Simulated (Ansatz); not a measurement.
Si (I4/mmm, No. 139, 4 atoms in the cell; start mp-999200; another form than the element's usual one) was calculated with HSE06 in Ansatz (plane waves, PAW).

Settings: plane-wave cutoff 460 eV, 8×8×8 k mesh, Fermi–Dirac smearing 0.01 eV, scalar-relativistic PAW data made under PBE.

The cell is the one relaxed with PBEsol. Conventional cell: a = 6.6446 Å, b = 6.6446 Å, c = 3.8375 Å, α = 90.00°, β = 90.00°, γ = 90.00°.

```
Si
1.0
   -3.32231     3.32231     1.91873
    3.32231    -3.32231     1.91873
    3.32231     3.32231    -1.91873
Si
4
Cartesian
  1.18759   1.18759   0.00000
  2.13473   2.13473   1.91873
  2.13473  -2.13473   1.91873
 -2.13473   2.13473   1.91873
```

Task: List the 9 lowest band energies at Γ above −25 eV (eV, relative to the valence band maximum), grouping those that round alike.

Result: At Γ: -13.42, -8.69, -6.19 (×2), -4.09, -1.64 (×2), -0.60, 2.08.

Note: the run warned that its exchange threshold was loose for the stress; cell and atoms aren't relaxed at this level (pressure 0.3 GPa).

A start named mp-… is a Materials Project structure, which need not be a measured phase.

Ansatz is a first-principles code.
